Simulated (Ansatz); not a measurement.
Amorphous Zr₂₀O₄₃In₂, 65 atoms at 5.62 g/cm³, one PBE-relaxed geometry, zone centre. Methods: PBE, scalar-relativistic without spin-orbit coupling (Ansatz, a quantum-chemistry and plane-wave program); r2SCAN, scalar-relativistic without spin-orbit coupling (Ansatz); HSE06, scalar-relativistic without spin-orbit coupling (Ansatz). Plane waves to 420 eV (r2SCAN 500 eV); exact exchange is cut at the cell's faces. At PBE the levels at the filled edge of the gap are localised (band-tail or defect states). All rungs ran without spin polarisation.

The cell was made by melting and quenching with the CHGNet potential and then relaxed with DFT. O atoms were pushed apart under 1.9 Å during the dynamics, to hinder bonds among them. The hot cell started wider than the set density and was brought back towards it in steps. It is the lowest in DFT energy of 2 quenches. It is a model cell: composition and starting density were chosen by hand, and all elements were melted together. No dispersion term was used. Its density started from a set value of 5.42 and ended at 5.62 g/cm³. The simulated quench (nominally 380 K/ps over its main leg) is rapid and tends to freeze in more defects than a deposited or slowly cooled glass has. Values belong to this one cell and scatter from quench to quench. Volume and shape were free in the relaxation.

The relaxation ran on the zone centre alone. At PBE the level gap is 3.23 eV on a 2×2×2 Γ-centred mesh, and the spacing at the zone centre alone 3.36 eV.

Q: What zone-centre spacing does r2SCAN give, roughly?

A: 3.82 eV (+0.46 eV against PBE).

Q: What zone-centre spacing does HSE06 give, roughly?

A: 4.92 eV (+1.56 eV against PBE).

The highest filled and the lowest empty state spread over these numbers of atoms (participation numbers): PBE: 5.8 and 19.0; r2SCAN: 5.7 and 17.5; HSE06: 6.2 and 19.7.
